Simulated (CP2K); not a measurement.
CP2K is run on La₃In (P1, 4 atoms in the cell), and the run fails. The aim is a self-consistent single point with DFT PBEsol, GPW, DZVP-MOLOPT-SR-GTH basis, GTH-PBE potentials (GTH_POTENTIALS).

Cell that was meant: a = 5.0854 Å, b = 5.0854 Å, c = 5.0854 Å, α = 90.00°, β = 90.00°, γ = 90.00°.

Part of the input:

```
      In      -0.00776541    -0.08571950    -0.03294831
    &END COORD
    &KIND La
      BASIS_SET DZVP-MOLOPT-LR-SR-GTH-q11
      POTENTIAL GTH-PBE-q11
    &END KIND
    &KIND In
```

The program printed (abridged):

```
 GLOBAL| Method name                                                        CP2K
 GLOBAL| Project name                                                      la3in
 GLOBAL| Run type                                                   ENERGY_FORCE

 CELL| Volume [angstrom^3]:                                           131.515020
 CELL| Vector a [angstrom]:       5.085     0.000     0.000   |a| =     5.085400
 CELL| Vector b [angstrom]:       0.000     5.085     0.000   |b| =     5.085400
 CELL| Vector c [angstrom]:       0.000     0.000     5.085   |c| =     5.085400
 CELL| Angle (b,c), alpha [degree]:                                    90.000000
 CELL| Angle (a,c), beta  [degree]:                                    90.000000
 CELL| Angle (a,b), gamma [degree]:                                    90.000000
 CELL| Numerically orthorhombic:                                             YES
 CELL| Periodicity                                                           XYZ

 *******************************************************************************
 *   ___                                                                       *
 *  /   \                                                                      *
 * [ABORT]    The requested basis set <DZVP-MOLOPT-LR-SR-GTH-q11> for element  *
 *  \___/                <La> was not found in the basis set files             *
 *    |                      <BASIS_MOLOPT><BASIS_MOLOPT_UCL>                  *
 *  O/|                                                                        *
 * /| |                                                                        *
 * / \                                          aobasis/basis_set_types.F:1523 *
 *******************************************************************************

 ===== Routine Calling Stack =====

            3 read_qs_kind
            2 create_qs_kind_set
            1 CP2K
Abort(1) on node 0 (rank 0 in comm 0): application called MPI_Abort(MPI_COMM_WORLD, 1) - process 0
```

Question: Read the log: what does the program object to, and what is the fix?

Answer: The fault is a basis or potential name that is not in the library file. The name must match an entry for that element. To fix it, correct the name. The program stopped before any SCF iteration.

The sound input it was made from differs as follows (other fixes are possible):
```diff
-      BASIS_SET DZVP-MOLOPT-LR-SR-GTH-q11
+      BASIS_SET DZVP-MOLOPT-SR-GTH-q11
```

With that input, the run converged in 19 iterations: free energy E − TS -4112.5887 eV; Fermi level (on the code's own zero) 9.07 eV; pressure -0.93 GPa; largest force (vector length) 0.267 eV/Å (DFT PBEsol, GPW, DZVP-MOLOPT-SR-GTH basis, GTH-PBE potentials (GTH_POTENTIALS)).

On the sound input: the starting cell comes from a database of published, mostly measured structures (it also holds non-ambient and calculated ones), without a prior relaxation at this level. Its atoms were displaced at random from the sites of space group no. 221. Values carry the incompleteness of an atom-centred basis. The potentials were made for another functional than the one used. Without a gap this mesh is coarse (it stands for a supercell whose shortest vector is 15 Å).
